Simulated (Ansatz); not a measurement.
## Lattice constant a of Bi2O2Te (model structure, started from the La2SO2 type, P-3m1, No. 164, 5 atoms in the cell) at several levels of theory

No measured value is used here.

```json
[
 {"level (code)": "LDA (Ansatz)", "value (Å)": "___"},
 {"level (code)": "PBE (Ansatz)", "value (Å)": "4.101"},
 {"level (code)": "PBEsol (Ansatz)", "value (Å)": "4.035"},
 {"level (code)": "PBE-D3(BJ) (Ansatz)", "value (Å)": "4.052"}
]
```

Q: What belongs in the gaps?

A: 
- LDA (Ansatz, an electronic-structure program), value (Å): 4.000

Density-functional levels without +SOC have no spin–orbit coupling. Ansatz's density-functional and Hartree–Fock values are scalar-relativistic unless marked +SOC, with PAW data made under PBE.

A model structure was made by putting elements into a prototype or built by hand; it is no filed structure, need not be a known phase, and can be a saddle point held by its symmetry.
